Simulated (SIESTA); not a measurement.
Worked example: relaxation of the atoms of Mg6ZnMo (Amm2, 8 atoms in the cell) in SIESTA.

Method: GGA PBEsol, numerical atomic orbitals TZP, PseudoDojo PBEsol standard norm-conserving potentials (rewritten from UPF to PSML) run with SIESTA 5.4.2.

```
CELL_PARAMETERS angstrom
      4.84698     0.00000     0.00000
      0.00000     3.01796     5.34007
      0.00000    -3.01796     5.34007
ATOMIC_POSITIONS crystal
  Mg 0.50000 0.67121 0.16649
  Mg 0.50000 0.16649 0.67121
  Mg 0.00000 0.82870 0.34622
  Mg 0.00000 0.34622 0.82870
  Mg 0.00000 0.32816 0.32816
  Mg 0.00000 0.82375 0.82375
  Zn 0.50000 0.16582 0.16582
  Mo 0.50000 0.66963 0.66963
```

Reference input (self-consistent single point, DFT, GGA PBEsol, numerical atomic orbitals TZP, PseudoDojo PBEsol standard norm-conserving potentials (rewritten from UPF to PSML)): XC.functional = GGA; XC.authors = PBEsol; potentials = PseudoDojo PBEsol standard; PAO.BasisSize = TZP; PAO.EnergyShift = 0.01 Ry; MeshCutoff = 300 Ry; kgrid.MonkhorstPack = 4 4 4; OccupationFunction = FD; ElectronicTemperature = 100 meV; MaxSCFIterations = 150; SCF.Mixer.Method = Broyden; SCF.Mixer.Weight = 0.25. This run's input differs from it in these lines:

```diff
@@ -48,2 +48,5 @@
 Diag.ParallelOverK           true
+MD.TypeOfRun                 CG
+MD.Steps                     40
+MD.MaxForceTol               0.02 eV/Ang
 WriteForces                  true
```

Output, abridged:

```
        iscf     Eharris(eV)        E_KS(eV)     FreeEng(eV)     dDmax    Ef(eV) dHmax(eV)
   scf:    1   -16312.774473   -16957.976282   -16958.186927  4.232965 -1.281294130.953100
   scf:    2   -17000.994673   -17210.117472   -17210.247835  2.445661 -2.102562 49.890425
   scf:    3   -17188.296637   -17243.024054   -17243.146581  1.269381 -3.654320 25.642459
   scf:    4   -17252.346215   -17261.140290   -17261.326879  0.571740 -2.888505 23.709942
   scf:    5   -17272.295219   -17268.655699   -17268.813099  0.566745 -3.112459  7.679805
   [... 4 lines left out ...]
   scf:   10   -17269.427537   -17269.427722   -17269.597728  0.001643 -3.129866  0.013203
   scf:   11   -17269.427658   -17269.427691   -17269.597734  0.000553 -3.130492  0.002927
   scf:   12   -17269.427687   -17269.427689   -17269.597735  0.000146 -3.130810  0.001265
   scf:   13   -17269.427696   -17269.427692   -17269.597735  0.000062 -3.130954  0.000912
SCF Convergence by DM+H criterion
max |DM_out - DM_in|         :     0.0000622369
max |H_out - H_in|      (eV) :     0.0009117045
SCF cycle converged after 13 iterations

Using DM_out to compute the final energy and forces

siesta: E_KS(eV) =           -17269.4277

siesta: E_KS - E_eggbox =    -17269.4277

siesta: Atomic forces (eV/Ang):
     1   -0.000000   -0.076805   -0.005272
     2   -0.000000    0.076805   -0.005272
     3   -0.000000    0.128271   -0.010340
     4   -0.000000   -0.128271   -0.010340
     5   -0.000000    0.000000   -0.147208
     6   -0.000000   -0.000000    0.082633
     7   -0.000000    0.000000    0.008800
     8   -0.000000   -0.000000    0.058213
   Tot   -0.000000   -0.000000   -0.028787
   Max    0.147208
   Res    0.056620    sqrt( Sum f_i^2 / 3N )
   Max    0.147208    constrained

   [... lines left out ...]
outcell: Cell volume (Ang**3)        :    156.2290
        iscf     Eharris(eV)        E_KS(eV)     FreeEng(eV)     dDmax    Ef(eV) dHmax(eV)
siesta: FreeEng =    -17269.608330
siesta: Cell volume =        156.229000 Ang**3
siesta:         -10.28274965        -10.41068220  kBar
   [... lines left out ...]

             -0.191

mulliken: Qtot =       94.000

Mulliken Atomic Populations:
Atom #   charge [q] valence [e]  Species
     1    -0.071809   10.071809  Mg
     2    -0.071809   10.071809  Mg
     3    -0.080296   10.080296  Mg
     4    -0.080297   10.080297  Mg
     5    -0.353463   10.353463  Mg
     6    -0.160484   10.160484  Mg
     7     0.681569   19.318431  Zn
     8     0.136588   13.863412  Mo
 Total     0.000000
```

The run converged. 

Summary of the result:
```
Item                                          Result
------------------------------------  --------------
Free energy E − TS                    -17269.6083 eV
Fermi level (on the code's own zero)        -3.13 eV
Pressure                                   -1.03 GPa
Largest force (vector length)             0.016 eV/Å
Relaxation steps                                  19
```

The starting cell comes from a database of computed structures (which also holds hypothetical and non-ambient phases and stackings), without a prior relaxation at this level. Spin polarisation is off. Values carry the incompleteness of an atom-centred basis.

Cost on one core of a shared machine: roughly 6 min.
